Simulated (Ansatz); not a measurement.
**BaZrO3, pressure series**

Base system: BaZrO₃ in the cubic perovskite structure (space group Pm-3m, No. 221).

```
BaZrO3
1.0
    4.22721     0.00000     0.00000
    0.00000     4.22721     0.00000
    0.00000     0.00000     4.22721
Ba Zr O
1 1 3
Direct
  0.00000   0.00000   0.00000
  0.50000   0.50000   0.50000
  0.00000   0.50000   0.50000
  0.50000   0.50000   0.00000
  0.50000   0.00000   0.50000
```

Cell and atoms are relaxed at each pressure.

Method: Ansatz (an electronic-structure program), PBE, PAW, cutoff 420 eV, spin-orbit coupling left out.

Two rows of this table had their results exchanged by mistake.

```tsv
pressure	volume per atom (Å³)	shortest distance (Å)	band gap
pressure −2 GPa	15.32	2.123	3.15 eV
pressure −1 GPa	15.21	2.118	3.16 eV
pressure 3 GPa	14.82	2.100	3.23 eV
pressure 7 GPa	14.48	2.084	3.28 eV
pressure 15 GPa	13.90	2.056	3.37 eV
pressure 30 GPa	11.48	1.929	3.31 eV
pressure 50 GPa	12.24	1.970	3.44 eV
pressure 75 GPa	13.06	2.014	3.49 eV
pressure 100 GPa	10.89	1.895	3.13 eV
```

Task: Which two?

Result: The rows for pressure 30 GPa and pressure 75 GPa: the volume has to fall steadily with pressure, so 13.06 Å³ belongs to pressure 30 GPa and 11.48 Å³ to pressure 75 GPa.

Load acts through the strain it causes; cell and atoms are relaxed under it. Whether these cells are dynamically stable was not tested. Competing high-pressure phases were not computed.
